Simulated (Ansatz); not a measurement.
**What tensor shear ε_xy = +1.14 % does to W**

The reference is W in the bcc (W type) structure (space group Im-3m, No. 229; a = 3.135 Å; relaxed with 0.1 eV smearing). Axes: x, y, z lie along the cube axes.

The change: tensor shear ε_xy = +1.14 % (engineering shear γ = 0.0228), atoms relaxed at fixed cell.

Level of theory: Ansatz (a program for electronic structure) LDA, without spin-orbit coupling. Settings: 29×29×29 k-points, 0.1 eV Fermi–Dirac smearing.

```json
[
 {"quantity": "volume per atom", "base": "15.41 Å³", "changed": "15.41 Å³", "shift": "0.00 Å³"},
 {"quantity": "space group", "base": "Im-3m (No. 229)", "changed": "Fmmm (No. 69)", "shift": "–"},
 {"quantity": "shortest interatomic distance", "base": "2.715 Å", "changed": "2.695 Å", "shift": "-0.0206 Å"},
 {"quantity": "energy relative to the base (free energy F)", "base": "0 meV/atom", "changed": "+3.8 meV/atom", "shift": "+3.8 meV/atom"},
 {"quantity": "pressure (mean of the normal stresses, compression positive)", "base": "0.0 GPa", "changed": "0.1 GPa", "shift": "+0.1 GPa"},
 {"quantity": "band gap", "base": "zero", "changed": "zero", "shift": "–"},
 {"quantity": "stress (xx, yy, zz, yz, xz, xy; compression positive)", "base": "–", "changed": "(0.1, 0.1, 0.2, 0.0, 0.0, -3.4) GPa", "shift": "–"}
]
```

Final structure:

```xyz
1
Lattice="-1.5498 1.5498 1.5676 1.5498 -1.5498 1.5676 1.5855 1.5855 -1.5676" Properties=species:S:1:pos:R:3 pbc="T T T"
W      0.0000     0.0000     0.0000
```

Cost of the whole job for the changed cell (relaxation, final SCF and bands): very roughly 50 core-seconds.

The cells carry an imposed strain or load. Stability against distortions was not tested. All final runs are without spin polarisation.
